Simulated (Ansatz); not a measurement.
Start from PbSe in the rock salt structure (space group Fm-3m, No. 225; a = 6.1780 Å).

Levels (all Ansatz, a quantum-chemistry and plane-wave program, PAW): r2SCAN (500 eV, spin-orbit coupling left out); HSE06+SOC (420 eV, with spin-orbit coupling).

The geometry is relaxed with r2SCAN.

| Quantity | Value |
|---|---|
| r2SCAN lowest conduction level above the VBM at special points | L 0.67 eV; W 2.20 eV; U 3.70 eV; Γ 4.99 eV |

With HSE06+SOC at the same geometry, the lowest conduction level above the VBM at special points changes from L 0.67 eV; W 2.20 eV; U 3.70 eV; Γ 4.99 eV to L 0.22 eV; W 2.16 eV; U 3.53 eV; Γ 3.68 eV.

Single points use the geometry relaxed with r2SCAN. The hybrid gap comes from the SCF mesh plus the semilocal run's edge points and a few special points and is an upper bound. The spin-orbit shifts are approximate. The levels and masses belong to the bands next to the band gap. No phonon test of stability was made.
